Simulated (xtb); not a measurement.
xtb 6.7.1, GFN2-xTB: Cc1cc2cc3sc(B(c4ccc[se]4)c4c(C)cccc4C)cc3cc2s1, 46 atoms. The geometry is a generated start, not checked to be a minimum at this level.

```
Item                                                                                                           Result
------------------------  -------------------------------------------------------------------------------------------
method                                                                                                       GFN2-xTB
--acc                                                                                                     1 (default)
--etemp (K)                                                                                             300 (default)
detailed input (--input)  none: ANC optimiser, Lindh (1995) Hessian, microcycle=20, maxdispl=1.0, hlow=0.01 (default)
basis functions                                                                                                   145
valence electrons                                                                                                 132
```

The structure is relaxed from this start with --opt LEVEL for the levels crude, sloppy, loose, lax, normal, tight, vtight, extreme, once each. Up to the end of the extreme run atoms move by at most 2.0 Å along an axis.

### Question
What is the loosest level that ends within 1 meV of the extreme run, and how many cycles does it take?

### Answer
normal: 85 cycles against 122, ending 0.73 meV above.

```csv
level,cycles,energy above the extreme run (meV),gradient norm (eV/Å)
crude,7,360,0.25
sloppy,41,33,0.19
loose,45,27,0.067
lax,60,13,0.068
normal,85,0.73,0.043
tight,93,0.18,0.014
vtight,106,0.047,0.0055
extreme,122,—,0.0016
```
